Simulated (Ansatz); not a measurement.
We consider rock-salt TbN, described by BLYP in Ansatz (plane waves, PAW).

Excerpt of the program's output:

```
WARN where this run starts from atoms, the 4f shell of Tb (site 0, from 0) starts with a moment of 5.55 μB, by Hund's first rule and in the place of the 6.00 …
Crystal: 2 atoms, lattice volume = 29.810 Å³
Basis set: ecut = 520 eV, 821 PW (Γ), exchange–correlation on 54×54×54 points (8 copies of the dense FFT grid, shifted against one another)
Bands: 19, of which v1, the nominal top of the filled ones, is band 12 counted from 1 (11 counted from 0)
Symmetry: 48 space group operations
Space group: Fm-3m (ITA 225), of the structure as read, at distance tolerance 3.1e-5 Å
k-points: 256 of 8000
Initial density: superposition of atomic densities (chi_scale 0.1, normalization cell)
Functional: x = b88, c = lyp
spin=Collinear: Kerker preconditioning applied to the charge; magnetization (m = ρ↑ − ρ↓) channel mixes plain (no charge-response kernel on spin).
SCF 1 converged in 18 iterations: F = -10354.027354 eV  dr2 = 3.21e-12
SCF converged after 18 iterations
Magnetization: 6.0408 μB (15.0204 up, 8.9796 down)
Free energy (F): -10354.027354 eV
Internal energy: -10354.016798 eV  (E = F + TS)
E sigma→0 (E₀):  -10354.022076 eV
Fermi energy:    15.877129 eV
--- Stress (GPa, compression-positive) ---
        4.736216       0.000000      -0.000000
       -0.000000       4.736216       0.000000
        0.000000       0.000000       4.736216
  P = ⅓ Tr σ = 4.7362 GPa (47.362 kbar)
```

Q: Write an input file that could have produced this run (the log leaves some choices open).

A: Several could match; the one computed here: 
Ansatz 0.2 input:
```yaml
crystal:
  lattice:
    - [0.0, 2.461, 2.461]
    - [2.461, 0.0, 2.461]
    - [2.461, 2.461, 0.0]
  atoms:
    - { symbol: Tb, position: [0.0, 0.0, 0.0], spin: 6.0 }
    - { symbol: N, position: [0.5, 0.5, 0.5], spin: 0.0 }
basis:
  ecutwfc: 520
  ecutrho_ratio: 4
  xc_grid: 2
kpoints:
  mp_grid: { grid: [20, 20, 20] }
hamiltonian:
  xc: blyp
  dispersion: none
  pseudopotentials: { kind: paw }
scf:
  occupations: { method: fermi_dirac, width: 0.05 }
  convergence: { dr2_threshold: 0.0000000002 }
output:
  forces: true
  stress: true
  eigenvalues: true
magnetization:
  spin_polarized: true
```

The PAW data were made under PBE.

The run is spin-polarised with parallel starting moments, which need not be the measured order.

Note: the magnetic order was assumed, not searched for or taken from measurement. Note: the 4f shell is treated without U or exact exchange, so its levels and filling can be wrong. Note: cell and atoms aren't relaxed at this level (pressure 4.7 GPa).

Ansatz is a first-principles code.
